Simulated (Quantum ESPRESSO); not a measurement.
A user runs Quantum ESPRESSO on SrHfN2 (P4/nmm, 8 atoms in the cell) and asks whether the run is sound. The aim is a self-consistent single point with DFT, LDA (PW92), plane waves, PseudoDojo standard norm-conserving (LDA) pseudopotentials.

The input file:

```fortran
&CONTROL
  calculation = 'scf'
  prefix = 'pwscf'
  outdir = './out'
  pseudo_dir = './'
  tprnfor = .true.
  tstress = .true.
/
&SYSTEM
  ibrav = 6
  A = 4.111687000
  C = 8.406371000
  nat = 8
  ntyp = 3
  ecutwfc = 85
  occupations = 'smearing'
  smearing = 'fermi-dirac'
  degauss = 0.00147
/
&ELECTRONS
  conv_thr = 1.0d-9
/
ATOMIC_SPECIES
Sr    87.6200  Hf.upf
Hf   178.4900  Sr.upf
N     14.0070  N.upf
ATOMIC_POSITIONS {crystal}
Sr  0.000000000    0.500000000    0.143010000
Sr  0.500000000    0.000000000    0.856990000
Hf  0.000000000    0.500000000    0.592380000
Hf  0.500000000    0.000000000    0.407620000
N   0.000000000    0.000000000    0.500000000
N   0.500000000    0.500000000    0.500000000
N   0.000000000    0.500000000    0.834280000
N   0.500000000    0.000000000    0.165720000
K_POINTS {automatic}
5 5 2  0 0 0
```

Output (repeated stretches shortened):

```
     G-vector sticks info
     --------------------
     sticks:   dense  smooth     PW     G-vecs:    dense   smooth      PW
     Sum        1617    1617    441               101437   101437   14777

     bravais-lattice index     =            6
     lattice parameter (alat)  =       7.7700  a.u.
   [... lines left out ...]
         2        Sr     tau(   2) = (   0.5000000   0.0000000   1.7521217  )
         3        Hf     tau(   3) = (   0.0000000   0.5000000   1.2111248  )
         4        Hf     tau(   4) = (   0.5000000   0.0000000   0.8333818  )
         5        N      tau(   5) = (   0.0000000   0.0000000   1.0222533  )
         6        N      tau(   6) = (   0.5000000   0.5000000   1.0222533  )
         7        N      tau(   7) = (   0.0000000   0.5000000   1.7056909  )
         8        N      tau(   8) = (   0.5000000   0.0000000   0.3388156  )

     number of k points=    12  Fermi-Dirac smearing, width (Ry)=  0.0015
                       cart. coord. in units 2pi/alat
        k(    1) = (   0.0000000   0.0000000   0.0000000), wk =   0.0400000
        k(    2) = (   0.0000000   0.0000000  -0.2445578), wk =   0.0400000
        k(    3) = (   0.0000000   0.2000000   0.0000000), wk =   0.1600000
   [... 9 lines left out ...]

     Dense  grid:   101437 G-vectors     FFT dimensions: (  48,  48,  96)

     Initial potential from superposition of free atoms

     starting charge      63.9828, renormalised to      64.0000
     Self-consistent Calculation

     iteration #  1     ecut=    85.00 Ry     beta= 0.70

     total energy              =    -438.61128676 Ry
     estimated scf accuracy    <      10.34201990 Ry

     iteration #  2     ecut=    85.00 Ry     beta= 0.70

     total energy              =    -430.39108090 Ry
     estimated scf accuracy    <     181.48314509 Ry

     iteration #  3     ecut=    85.00 Ry     beta= 0.70

     total energy              =    -444.38706405 Ry
     estimated scf accuracy    <       7.59600740 Ry

   [... 19 blocks of this kind left out ...]

     iteration # 23     ecut=    85.00 Ry     beta= 0.70

     total energy              =    -445.07091952 Ry
     estimated scf accuracy    <          4.7E-09 Ry

     iteration # 24     ecut=    85.00 Ry     beta= 0.70
     End of self-consistent calculation

     the Fermi energy is     9.2705 ev

!    total energy              =    -445.07091952 Ry
     estimated scf accuracy    <          2.8E-10 Ry
     smearing contrib. (-TS)   =      -0.00088156 Ry
     internal energy E=F+TS    =    -445.07003796 Ry

     convergence has been achieved in  24 iterations

     Forces acting on atoms (cartesian axes, Ry/au):

     atom    1 type  1   force =     0.00000000    0.00000000   -0.08195332
     atom    2 type  1   force =     0.00000000    0.00000000    0.08195332
     atom    3 type  2   force =     0.00000000    0.00000000   -0.05378069
     atom    4 type  2   force =     0.00000000    0.00000000    0.05378069
   [... lines left out ...]

     Total force =     0.472424     Total SCF correction =     0.000015

          total   stress  (Ry/bohr**3)                   (kbar)     P=       11.03
  -0.00021599   0.00000000   0.00000000          -31.77        0.00        0.00
   0.00000000  -0.00021599   0.00000000            0.00      -31.77        0.00
   0.00000000   0.00000000   0.00065695            0.00        0.00       96.64

   JOB DONE.
```

**Question.** Is anything amiss in this input, and did it matter?

**Answer.** The run is not sound. The fault is potential files assigned to the wrong elements. Each file describes one element; swapped files give the atoms the wrong cores and charges. To fix it, match the files to the elements. The run converged in 24 iterations without an error; against the sound input the pressure goes from -13.69 to 1.10 GPa, the largest force goes from 0.882 to 8.211 eV/Å and no clean gap remains on the mesh (levels overlap or are partly filled), against 1.45 eV before.

The sound input it was made from differs as follows (other fixes are possible):
```diff
-Sr    87.6200  Hf.upf
-Hf   178.4900  Sr.upf
+Sr    87.6200  Sr.upf
+Hf   178.4900  Hf.upf
-Sr  0.000000000    0.500000000    0.143010000
-Sr  0.500000000    0.000000000    0.856990000
-Hf  0.000000000    0.500000000    0.592380000
-Hf  0.500000000    0.000000000    0.407620000
-N   0.000000000    0.000000000    0.500000000
-N   0.500000000    0.500000000    0.500000000
-N   0.000000000    0.500000000    0.834280000
-N   0.500000000    0.000000000    0.165720000
+Sr    0.000000000    0.500000000    0.143010000
+Sr    0.500000000    0.000000000    0.856990000
+Hf    0.000000000    0.500000000    0.592380000
+Hf    0.500000000    0.000000000    0.407620000
+N     0.000000000    0.000000000    0.500000000
+N     0.500000000    0.500000000    0.500000000
+N     0.000000000    0.500000000    0.834280000
+N     0.500000000    0.000000000    0.165720000
```

With that input, the run converged in 20 iterations: free energy E − TS -6077.1960 eV; top of the valence band (on the code's own zero) 8.92 eV; gap on the k-point mesh 1.45 eV; pressure -13.69 GPa; largest force (vector length) 0.882 eV/Å (DFT, LDA (PW92), plane waves, PseudoDojo standard norm-conserving (LDA) pseudopotentials).

On the sound input: the starting cell comes from a database of computed structures (which also holds hypothetical and non-ambient phases and stackings), without a prior relaxation at this level. Its lattice was rescaled by a random factor within 2.5 % of one. Spin-orbit coupling is off. With a pressure of about -14 GPa the cell is away from its equilibrium volume at this level.
